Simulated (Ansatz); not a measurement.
# Rb3AsF6 under a change: pressure 15 GPa

The reference is Rb$_{3}$AsF$_{6}$ (space group Fm-3m, No. 225; a = 9.3163 Å; a cell from a computed database, its experimental status unchecked).

One thing is altered: cell and atoms relaxed at a pressure of 15 GPa.

Method: Ansatz (a first-principles code), r2SCAN, PAW, cutoff 500 eV, scalar-relativistic without spin-orbit coupling. Settings: 6×6×6 k-points, 0.05 eV Fermi–Dirac smearing.

```csv
quantity,base,changed,shift
volume per atom,20.22 Å³,16.09 Å³,-4.13 Å³
density,3.66 g/cm³,4.60 g/cm³,+0.94 g/cm³
shortest interatomic distance,2.047 Å,1.964 Å,-0.083 Å
enthalpy H = E + PV relative to the base's energy,–,+1.66 eV/atom,–
band gap,4.59 eV,4.44 eV,-0.15 eV
gap character,"indirect, L → Γ","indirect, L → Γ",–
smallest direct gap,4.80 eV,4.75 eV,-0.05 eV
width of the top valence band,0.46 eV,0.69 eV,+0.23 eV
electron mass,2.2 mₑ (at Γ),1.6 mₑ (at Γ),–
```

Load acts through the strain it causes; cell and atoms are relaxed under it. Effective masses come from finite differences of ±0.01 Å⁻¹. Stability against distortions was not tested. No other phases were tried under pressure.
